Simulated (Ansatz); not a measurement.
Functionals compared on Cl on the 1x1 (0001) surface of hcp Co, ferromagnetic, one in a 2x2 cell, started at the site 'hollow Co-Co-Co', in Ansatz (plane waves, PAW). The structure was relaxed with PBE; the other rows are single points on it, each with its references at the same level. Cutoff 420 eV.

Model: 17-atom slab, 6.0 Å thick at the start under the adsorbate (thin: gaps and levels are the slab's own), 7x7x1 mesh, Fermi-Dirac 0.1 eV, dipole correction, 8 atoms held, the rest relaxed; symmetry of the start imposed; spin-polarised, no spin-orbit, no U, no dispersion correction. At the end it is bonded to 3 Co. In PBE it is, or lies within 0.03 eV of, the lowest of the starts that converged. These notes are the PBE run's. Adsorption energies are against ½ Cl2(g). A negative adsorption energy means that the adsorbate is more stable on the surface than in its reference.

```csv
functional,adsorption energy (eV),work function of the top face (eV),change of the work function (eV),magnetic moment of the cell (μB),rough cost of the single point
PBE,-2.15,4.96,-0.01,26.76,–
RPBE,(withheld),(withheld),(withheld),26.96,roughly 4 core-minutes
```

**Question.** Fill in the missing entries.

**Answer.** 
- RPBE, adsorption energy (eV): -1.87
- RPBE, work function of the top face (eV): 4.85
- RPBE, change of the work function (eV): 0.05

Ansatz is an electronic-structure program.
